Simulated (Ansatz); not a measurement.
Volume per atom (Å³/atom) of solids drawn from the class of silicides and borides, at two levels: PBE (PAW; Ansatz, a program for electronic structure), and PBEsol (Ansatz, plane waves, PAW).

```csv
solid,PBE,PBEsol
C11b MoSi2,13.58,13.27
AlB2-type HfB2,9.96,9.73
C11b WSi2,13.67,13.36
AlB2-type TiB2,8.56,8.37
AlB2-type ZrB2,10.28,10.07
AlB2-type MgB2,9.62,?
```

Problem. Estimate the withheld PBEsol value from the other rows.

Solution. One way: carry over the typical ratio. The ratios PBEsol / PBE of the other rows, in order: 0.9769, 0.9772, 0.9773, 0.9778, 0.9796; median 0.9773. AlB2-type MgB2: 9.62 × 0.9773 = 9.40 Å³/atom; the run gives 9.48 Å³/atom. The ratios spread from 0.9769 to 0.9796. AlB2-type MgB2 lies outside that spread.

Of 6 rows, PBEsol is the larger in 0 and the smaller in 6.

Ansatz's runs of these crystals have no spin polarisation.

Spin–orbit coupling is left out, also for the solids with elements from indium on (AlB2-type HfB2, C11b WSi2); its size isn't shown.

Ansatz's density-functional and Hartree–Fock values are scalar-relativistic unless marked +SOC, with PAW data made under PBE.
